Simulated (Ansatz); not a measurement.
Data:

End structure of a constructed model of the (110) surface of bcc W, a pseudomorphic layer of Ti in the host's stacking (bottom of the slab: a bare face, its two planes held):

```yaml
crystal:
  lattice:
    - [2.75768, 0.00000, 0.00000]
    - [-0.91923, 2.59996, 0.00000]
    - [0.00000, 0.00000, 30.50000]
  atoms:
    - { symbol: W, position: [0.50000, 0.50000, 0.26731] }
    - { symbol: W, position: [0.00000, 0.00000, 0.34113] }
    - { symbol: W, position: [0.50000, 0.50000, 0.41503] }
    - { symbol: W, position: [0.00000, 0.00000, 0.48886] }
    - { symbol: W, position: [0.50000, 0.50000, 0.56251] }
    - { symbol: W, position: [0.00000, 0.00000, 0.63579] }
    - { symbol: Ti, position: [0.50000, 0.50000, 0.70765] }
```

Slab: 7 atoms, 14.2 Å thick at the start with caps and adatoms; k 14x14x1, smearing 0.1 eV, dipole-corrected; single point; on the structure that PBE left under its start's symmetry; no spin, no spin-orbit, no U. It is one candidate, not shown to be the stable structure of the face.

Problem. What is the computed work function of the top face (Ansatz (a first-principles code) with r2SCAN, at the PBE geometry)?

Solution. 4.57 eV
